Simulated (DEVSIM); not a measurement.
System: Si n-i-p diode, at 300 K.

```csv
layer (left to right),material,thickness (μm),Nd (cm⁻³),Na (cm⁻³),τn (s),τp (s)
1,Si,0.510,5.1e17,-,1e-5,1e-5
2,Si,0.230,-,7.3e11,1e-5,1e-5
3,Si,0.560,-,3.7e17,1e-5,1e-5
```

Left contact: ohmic. Right contact: ohmic. Voltage is applied to the left contact. Recombination: SRH at mid-gap. Mobility is μmin + (μ − μmin)/(1 + (N/Nref)^α).

The device is made up for the run: typed textbook-type constants, with dimensions and the other settings drawn at random. Values at 300 K; Nc and Nv go as T^1.5, mobilities as T to minus their exponent, the gap by Varshni's rule with the affinity fixed.

| parameter | Si |
|---|---|
| gap (eV) | 1.124 |
| affinity (eV) | 4.05 |
| permittivity | 11.7 |
| Nc (cm⁻³) | 2.86e19 |
| Nv (cm⁻³) | 3.1e19 |
| μn (cm²/Vs) | 1417 |
| μp (cm²/Vs) | 470 |
| μn,min | 52 |
| μp,min | 45 |
| Nref,n | 9.7e16 |
| Nref,p | 2.2e17 |
| αn | 0.68 |
| αp | 0.72 |
| T exponent of μn | 2.3 |
| T exponent of μp | 2.2 |
| Varshni α (eV/K) | 0.000473 |
| Varshni β (K) | 636 |

Model (solved in DEVSIM): 1D drift-diffusion, Boltzmann statistics, complete ionisation; no tunnelling, impact ionisation, image-force lowering or self-heating.

The temperature was swept, all else fixed.

```csv
temperature (K),potential step across the device at zero bias (V),dark forward voltage at 100 A/cm² (V),dark forward voltage at 1 A/cm² (V)
250,0.966,0.845,0.745
300,0.905,0.766,0.646
350,0.842,0.684,0.544
400,0.775,0.599,0.439
450,0.706,(withheld),(withheld)
500,0.635,0.422,0.223
```

Problem. What belongs in the gaps?

Solution. 
- 450, dark forward voltage at 100 A/cm² (V): 0.511
- 450, dark forward voltage at 1 A/cm² (V): 0.332
